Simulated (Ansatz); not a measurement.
Ag interstitial in corundum: one set of geometries, relaxed with PBE, evaluated in Ansatz (PAW, plane waves to 420 eV, 500 eV under r2SCAN) with PBE, r2SCAN.

Cell and caveats: 120-site cell; 2×2×2 Γ-centred k-points; start: void with 3O nearest, no. 1; charged states image-corrected; not converged in cell size; relaxed from one start, so a lower configuration may exist; flagged in the runs: a host whose relaxation on this sampling wasn't shown to rest.

```tsv
quantity	PBE	r2SCAN
host gap (eV)	5.85	6.73
ε(+1/0) above the VBM (eV)	5.27	5.88
neutral formation energy against fcc Ag (eV)	11.32	11.36
largest moment on one atom at charge 0 (μB)	0.11	0.12
```

PBE narrows the gap by 0.88 eV against r2SCAN, the highest level run, and puts the levels 0.61 eV lower above the valence-band maximum on average.

Ansatz is a program for electronic structure.
